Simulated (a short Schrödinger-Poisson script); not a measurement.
Structure: symmetric double-gate stack, SiO2 on p-type GaAs, at 300 K.

```
layer  material  thickness (nm)  Na (cm⁻³)
-----  --------  --------------  ---------
1          SiO2             3.4          -
2          GaAs              10       1e16
3          SiO2             3.4          -
```

Constants are typed, rounded textbook-type inputs, not results; the design itself was drawn at random and stands for no fabricated device. SiO2: permittivity 3.9, conduction-band edge (eV) 3.17, gap (eV) 9, electron mass (mₑ) 0.5. GaAs: permittivity 12.9, conduction-band edge (eV) 0, gap (eV) 1.424, Nv at 300 K (cm⁻³) 9e18.

Channel valleys (confinement mass, in-plane density-of-states mass, number): Γ 0.067, 0.067, 1. At the gates, both at one voltage, the conduction-band edge of layer 1 lies 3.34 eV − eVg above the Fermi level of the channel. Gaps are held at their typed values at every temperature. Mesh 0.03 nm at interfaces.

From a short Schrödinger-Poisson script (our own, NumPy): 1D Poisson equation in equilibrium, electrons quantum, Hartree (BenDaniel-Duke, 12 states a valley, the channel's in-plane mass for all, wave functions free to enter the dielectric), parabolic valleys, classical holes, full ionisation, no traps, pinning or gate leakage.

The same stack at other levels of the model or other numerical settings:

| run | sheet density of all electrons at Vg = 2.4 V (cm⁻²) | sheet density of all electrons at Vg = 0.6 V (cm⁻²) | capacitance of both gates at Vg = 2.4 V (μF/cm²) | rough cost against the base |
|---|---|---|---|---|
| base | 2.02e13 | 3.11e12 | 1.60 | about 1 |
| electrons treated as classical, Boltzmann | (withheld) | (withheld) | 1.98 | 0.06 |
| electrons treated as classical, Fermi-Dirac | 2.05e13 | 3.46e12 | 1.58 | 0.2 |
| electrons treated as quantum, Hartree plus LDA exchange-correlation | 2.05e13 | (withheld) | 1.61 | 2 |
| mesh six times as coarse | 2.01e13 | 3.08e12 | 1.60 | 0.3 |

Question: Complete the blanks.

Answer: 
- electrons treated as classical, Boltzmann, sheet density of all electrons at Vg = 2.4 V (cm⁻²): 2.59e13
- electrons treated as classical, Boltzmann, sheet density of all electrons at Vg = 0.6 V (cm⁻²): 4.29e12
- electrons treated as quantum, Hartree plus LDA exchange-correlation, sheet density of all electrons at Vg = 0.6 V (cm⁻²): 3.26e12

The classical rows ignore confinement, and Boltzmann statistics overrate the density once the band edge passes the Fermi level.

Above a few 1e12 electrons/cm² a light Γ valley is non-parabolic and upper valleys begin to fill, which the model leaves out.
